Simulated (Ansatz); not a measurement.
## Habitual settings against a tight run: BaAl₂ (Fd-3m, 6 atoms in the cell)

Self-consistent single point.

```
BaAl2
1.0
    0.00000     4.17080     4.17080
    4.17080     0.00000     4.17080
    4.17080     4.17080     0.00000
Ba Al
2 4
Direct
  0.50000   0.50000   0.50000
  0.75000   0.75000   0.75000
  0.12500   0.12500   0.12500
  0.62500   0.12500   0.12500
  0.12500   0.12500   0.62500
  0.12500   0.62500   0.12500
```

Method of the run: PBEsol, harder PAW files (source: ansatz) made with PBE (plane waves; Ansatz, an electronic-structure program).

Base settings: basis.ecutwfc = 900 eV; kpoints.mp_grid.grid = 7 7 7; hamiltonian.xc = pbesol; hamiltonian.pseudopotentials = {kind: paw, source: ansatz}; scf.occupations.method = methfessel_paxton; scf.occupations.width = 0.136 eV.

Tight run (finer mesh or higher cutoff; not a proven limit): basis.ecutwfc: 900 eV → 1260 eV; kpoints.mp_grid.grid: 7 7 7 → 10 10 10; scf.convergence.dr2_threshold: default (1e-07 eV) → 1e-09 eV. It gave Fermi level (on the code's own zero) 9.58 eV; pressure 0.85 GPa.

Quick runs, as changes from the base:
- A: the base itself
- B: basis.ecutwfc: 900 eV → 720 eV; kpoints.mp_grid.grid: 7 7 7 → 6 6 6; hamiltonian.xc: pbesol → lda [LDA (PW92)]
- C: basis.ecutwfc: 900 eV → 450 eV; kpoints.mp_grid.grid: 7 7 7 → 4 4 4; hamiltonian.xc: pbesol → lda; scf.occupations.method: methfessel_paxton → gaussian [LDA (PW92)]
- D: basis.ecutwfc: 900 eV → 720 eV; kpoints.mp_grid.grid: 7 7 7 → 2 2 2

Energies are extrapolated to zero smearing width, which holds to low order in the width alone.

Dashes: energy of B, C, another energy zero.

† marks runs with another functional, U, potentials or spin treatment: their distance from the tight run is not a convergence error alone.

The count of work is k-points × plane waves × bands × iterations; it is no time. 

Pressures in the table are Ansatz's without its Pulay estimate, at a fixed set of plane waves; the tight run's value above holds the estimate.

The starting cell comes from a database of computed structures (which also holds hypothetical and non-ambient phases and stackings), without a prior relaxation at this level. Its lattice was rescaled by a random factor within 2.5 % of one.

```csv
run,energy less tight (meV/atom),pressure less tight (GPa),count of work / tight
A,-3.8,0.00,0.20
B†,–,-1.57,0.13
C†,–,-42.89,0.028
D,34.5,-0.22,0.025
```

Among the runs at the tight run's level, the energy misses run from 3.8 to 34.5 meV/atom.

Left out of this page: 2 runs of the series unsound by tests on forces, stress, charge or solver warnings.

Keys are those of Ansatz 0.2.
